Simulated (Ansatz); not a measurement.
Take ZnSe in the zinc blende structure (space group F-43m, No. 216; a = 5.666 Å) as the base.

Computed with Kohn–Sham DFT with the r2SCAN functional, run in Ansatz (a first-principles code) with PAW and 500 eV plane waves, no SOC, earlier PAW set.

Perturbation: every Zn is replaced by Cd, then cell and atoms are relaxed.

Measured band gap: ZnSe 2.87 eV (static lattice; corrected from measurement; as listed in Wei Chen et al., Physical Review Materials (2018)); CdSe 1.77 eV (0 K or low temperature; as listed in arXiv:1206.3780).

Measured lattice parameter a: ZnSe 5.6676 Å (room temperature; as listed in Martin Albrecht, Beate Paulus, Hermann Stoll, Phys. Rev. B (1997)); CdSe 6.077 Å (room temperature; as listed in arXiv:1206.3780).

### Question
How well does r2SCAN reproduce the measured shift?

### Answer
With r2SCAN the band gap moves by -0.83 eV (1.86 → 1.03) against -1.10 eV measured; the lattice parameter a moves by +0.468 Å (5.666 → 6.134) against +0.409 Å measured. The two measured values stand on different bases (one corrected, one not), which blurs small differences.

Stability against distortions was not tested.
